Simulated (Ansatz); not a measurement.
The reference is CsPbCl3 in the cubic perovskite structure (space group Pm-3m, No. 221; a = 5.619 Å). Axes: x, y, z lie along the cube axes.

Structures relaxed with Ansatz (a quantum-chemistry and plane-wave program), PBEsol, PAW, cutoff 420 eV, spin-orbit coupling left out.

Base:

Simulated powder pattern, Co Kα, λ = 1.79026 Å (kinematic, ideal powder, no thermal factors, no anomalous dispersion; the 10 strongest lines at most, above 2 %, up to 2θ = 90°):

```json
[
 {"2θ (°)": "18.33", "I/Imax (%)": "16", "hkl": "(100)"},
 {"2θ (°)": "26.04", "I/Imax (%)": "100", "hkl": "(110)"},
 {"2θ (°)": "37.16", "I/Imax (%)": "46", "hkl": "(200)"},
 {"2θ (°)": "41.74", "I/Imax (%)": "8.4", "hkl": "(210)"},
 {"2θ (°)": "45.94", "I/Imax (%)": "47", "hkl": "(211)"},
 {"2θ (°)": "53.56", "I/Imax (%)": "32", "hkl": "(220)"},
 {"2θ (°)": "60.50", "I/Imax (%)": "22", "hkl": "(310)"},
 {"2θ (°)": "66.99", "I/Imax (%)": "11", "hkl": "(222)"},
 {"2θ (°)": "73.18", "I/Imax (%)": "26", "hkl": "(321)"},
 {"2θ (°)": "85.05", "I/Imax (%)": "14", "hkl": "(411)"}
]
```

One thing is altered: compressive biaxial strain of 1.80 % in the plane normal to [001], as in epitaxy on a mismatched substrate; the out-of-plane cell vector and the atoms relax.

How do the reflections move or split?


Simulated powder pattern, Co Kα, λ = 1.79026 Å (kinematic, ideal powder, no thermal factors, no anomalous dispersion; the 10 strongest lines at most, above 2 %, up to 2θ = 90°):

| 2θ (°) | d (Å) | I/Imax (%) | hkl |
|---|---|---|---|
| 18.67 | 5.518 | 15 | (100) |
| 26.22 | 3.947 | 100 | (101) |
| 26.53 | 3.902 | 49 | (110) |
| 36.96 | 2.824 | 24 | (002) |
| 37.87 | 2.759 | 44 | (200) |
| 46.07 | 2.287 | 24 | (112) |
| 46.64 | 2.261 | 46 | (211) |
| 53.95 | 1.973 | 32 | (202) |
| 54.63 | 1.951 | 15 | (220) |
| 67.80 | 1.605 | 16 | (222) |

The indices refer to the base's conventional cell; one index is shown for lines that coincide. The space group is now P4/mmm (No. 123).

Whether these cells are dynamically stable was not tested. Many cubic perovskites are stable only at high temperature; tilts and polar distortions were not tested. This is not the structure that CsPbCl3 has at room temperature and ambient pressure.
